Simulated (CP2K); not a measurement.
Band structure of Al2Au (Fm-3m, 3 atoms in the cell).

```
Al2Au
1.0
    4.30369     0.00000     0.00000
    2.15184     3.72710     0.00000
    2.15184     1.24237     3.51395
Al Au
2 1
Direct
  0.25000   0.25000   0.25000
  0.75000   0.75000   0.75000
  0.00000   0.00000   0.00000
```

Method: PBE, GPW, DZVP-MOLOPT-SR-GTH basis, GTH-PBE potentials (GTH_POTENTIALS) run with CP2K.

Settings: CUTOFF = 500 Ry; REL_CUTOFF = 50 Ry; SMEAR/METHOD = FERMI_DIRAC; ELECTRONIC_TEMPERATURE = 1160.45 K; KPOINTS/SCHEME = MONKHORST-PACK 9 9 9; XC_FUNCTIONAL = PBE; Al/BASIS_SET = DZVP-MOLOPT-SR-GTH-q3; Al/POTENTIAL = GTH-PBE-q3; Au/BASIS_SET = DZVP-MOLOPT-SR-GTH-q11; Au/POTENTIAL = GTH-PBE-q11; METHOD = GPW; EPS_DEFAULT = 1e-10; EXTRAPOLATION = USE_GUESS; NGRIDS = 5.

The starting cell comes from a database of computed structures (which also holds hypothetical and non-ambient phases and stackings), without a prior relaxation at this level. Its lattice was rescaled by a random factor within 2.5 % of one. Spin-orbit coupling is off. Values carry the incompleteness of an atom-centred basis.

Levels in eV from the Fermi level, bands 6 to 11:
```
point      6      7      8      9    10    11
-----  -----  -----  -----  -----  ----  ----
Γ      -5.65   1.96   3.01   3.01  3.01  3.73
X      -5.37  -5.02  -2.04  -2.04  0.94  2.01
W      -5.21  -4.03  -4.03  -2.20  3.99  3.99
K      -5.52  -4.62  -3.41  -1.34  1.64  4.41
L      -5.54  -5.43   0.38   0.38  3.25  3.29
U      -5.52  -4.62  -3.41  -1.34  1.64  4.41
```

Bands cross the Fermi level along this path, so the cell is metallic at this level.

Higher empty bands are left out: an atom-centred basis made for the valence describes them poorly.
